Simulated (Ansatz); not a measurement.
Structures of equal composition on the (111) surface of fcc Pd: a layer of Re in place of the second plane; a layer of Re in place of the third plane. The slabs share one bottom face, and each structure is named by its start. These are constructed structures in small cells; real faces may alloy, dewet or reconstruct in larger ones, and not all known structures of the face are among them. Slabs of about 11 Å with all that they carry, Fermi-Dirac smearing of 0.1 eV. Bottom of the slabs: a bare face, its two planes held. Relaxed from the named starts with such symmetry as they have, on meshes of like density; energies extrapolated to zero smearing; no spin-orbit coupling, no U. Spin-polarised runs, if any, are marked in brackets, and their order is one that fits the cell; the others ran without spin.

All values below come from PBE (plane waves to 420 eV, PAW; Ansatz, a program for electronic structure).

Question: Order them by energy per 1x1 cell (lowest first) at the level PBE.

Answer: a layer of Re in place of the third plane (0.000 eV), a layer of Re in place of the second plane (0.093 eV)
